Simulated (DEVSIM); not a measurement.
System: Si p-i-n diode, at 300 K.

```tsv
layer (left to right)	material	thickness (μm)	Nd (cm⁻³)	Na (cm⁻³)	τn (s)	τp (s)
1	Si	0.280	-	2.4e17	4.3e-7	4.3e-7
2	Si	15.0	1.9e12	-	4.3e-7	4.3e-7
3	Si	0.470	7.1e17	-	4.3e-7	4.3e-7
```

Left contact: ohmic. Right contact: ohmic. Voltage is applied to the left contact. Recombination: SRH at mid-gap. Mobility is μmin + (μ − μmin)/(1 + (N/Nref)^α).

The device is made up for the run: typed textbook-type constants, with dimensions and the other settings drawn at random. Values at 300 K; Nc and Nv go as T^1.5, mobilities as T to minus their exponent, the gap by Varshni's rule with the affinity fixed. The table also holds parameters that only a changed run uses.

```
parameter               Si
----------------  --------
gap (eV)             1.124
affinity (eV)         4.05
permittivity          11.7
Nc (cm⁻³)          2.86e19
Nv (cm⁻³)           3.1e19
μn (cm²/Vs)           1417
μp (cm²/Vs)            470
μn,min                  52
μp,min                  45
Nref,n              9.7e16
Nref,p              2.2e17
αn                    0.68
αp                    0.72
T exponent of μn       2.3
T exponent of μp       2.2
Cn (cm⁶/s)         2.8e-31
Cp (cm⁶/s)         9.9e-32
Varshni α (eV/K)  0.000473
Varshni β (K)          636
```

Simulated with DEVSIM: 1D drift-diffusion, Boltzmann statistics, complete ionisation; no tunnelling, impact ionisation, image-force lowering or self-heating.

Base results: potential step across the device at zero bias (V) 0.903; dark forward voltage at 1 A/cm² (V) 0.610; dark forward voltage at 100 A/cm² (V) 0.766.

**Question.** What follows from this one change: thickness of layer 1 0.28 → 0.17 μm?

**Answer.** potential step across the device at zero bias little changed (0.903 V); dark forward voltage at 1 A/cm² 0.610 → 0.601 V; dark forward voltage at 100 A/cm² 0.766 → 0.760 V.

**Question.** What follows from this one change: doping Nd of layer 3 7.1e+17 → 7.1e+16 cm^-3?

**Answer.** potential step across the device at zero bias 0.903 → 0.843 V; dark forward voltage at 1 A/cm² 0.610 → 0.597 V; dark forward voltage at 100 A/cm² little changed (0.768 V).

**Question.** What follows from this one change: constant mobility in place of the doping-dependent one?

**Answer.** potential step across the device at zero bias little changed (0.903 V); dark forward voltage at 1 A/cm² 0.610 → 0.591 V; dark forward voltage at 100 A/cm² 0.766 → 0.756 V.
